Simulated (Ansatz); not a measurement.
Consider Tm in the hcp (Mg type) structure (space group P6_3/mmc, No. 194; a = 3.6726 Å, c = 6.0016 Å; ferromagnetic; relaxed with 0.1 eV smearing). Axes: x lies along a and z along c of the hexagonal cell.

Structures relaxed with PBE (Ansatz, a quantum-chemistry and plane-wave program), no SOC.

Base:

Simulated powder pattern, Mo Kα, λ = 0.71073 Å (kinematic, ideal powder, no thermal factors, no anomalous dispersion; the 14 strongest lines at most, above 2 %, up to 2θ = 40°):

| 2θ (°) | I/Imax (%) | hkl |
|---|---|---|
| 12.83 | 22 | (100) |
| 13.60 | 26 | (002) |
| 14.53 | 100 | (101) |
| 18.74 | 18 | (102) |
| 22.32 | 22 | (110) |
| 24.23 | 26 | (103) |
| 26.23 | 28 | (112) |
| 26.73 | 20 | (201) |
| 29.30 | 5.0 | (202) |
| 33.17 | 10 | (203) |
| 35.09 | 17 | (211) |
| 35.62 | 11 | (114) |
| 36.90 | 7.1 | (105) |
| 37.14 | 4.7 | (212) |

After one change:

Simulated powder pattern, Mo Kα, λ = 0.71073 Å (kinematic, ideal powder, no thermal factors, no anomalous dispersion; the 14 strongest lines at most, above 2 %, up to 2θ = 40°):

| 2θ (°) | I/Imax (%) |
|---|---|
| 12.86 | 22 |
| 12.99 | 29 |
| 14.41 | 100 |
| 18.32 | 18 |
| 22.37 | 21 |
| 23.46 | 28 |
| 25.95 | 28 |
| 26.71 | 19 |
| 29.06 | 5.0 |
| 32.64 | 10 |
| 34.67 | 11 |
| 35.11 | 16 |
| 35.41 | 8.0 |
| 39.93 | 11 |

Which of these changes matches the shifts?
(A) biaxial strain +1.32 %, plane normal [001], relaxed out of plane
(B) uniaxial stress, 2 GPa tension along z
(C) isotropic strain −0.23 %
(D) uniaxial stress, 2 GPa compression along z

B, uniaxial stress, 2 GPa tension along z. Its volume per atom is 36.54 Å³ against 35.05 Å³, and its space group is P6_3/mmc (No. 194).

Other magnetic orders, which the real material may have, were not ruled out. The 4f electrons are in the valence with no U and their state was not checked, so volumes and moments can be off. Stability under load was not tested beyond the relaxation.
